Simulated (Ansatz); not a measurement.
Base system: CdSe in the zinc blende structure (space group F-43m, No. 216; a = 6.1333 Å).

Computed with Kohn–Sham DFT with the r2SCAN functional, run in Ansatz (a quantum-chemistry and plane-wave program) with PAW and 500 eV plane waves, no spin-orbit coupling, earlier PAW set.

Before the change:

The hole mass comes out as 0.098, 0.70, 0.70 mₑ (at Γ) and the electron mass comes out as 0.093 mₑ (at Γ). The lattice parameter a is 11.590 bohr.

Modification: a negative pressure, −2 GPa.

Predict the new hole mass, electron mass and lattice parameter a.

The hole mass (degenerate bands, along [100]) becomes 0.092, 0.74, 0.74 mₑ (at Γ) (base: 0.098, 0.70, 0.70 mₑ (at Γ)); the electron mass changes from 0.093 mₑ (at Γ) to 0.088 mₑ (at Γ); the lattice parameter a increases by 0.168 bohr, from 11.590 bohr to 11.758 bohr.

The levels and masses belong to the bands next to the band gap. Load acts through the strain it causes; cell and atoms are relaxed under it. Effective masses come from finite differences of ±0.01 Å⁻¹. No phonon test of stability was made.
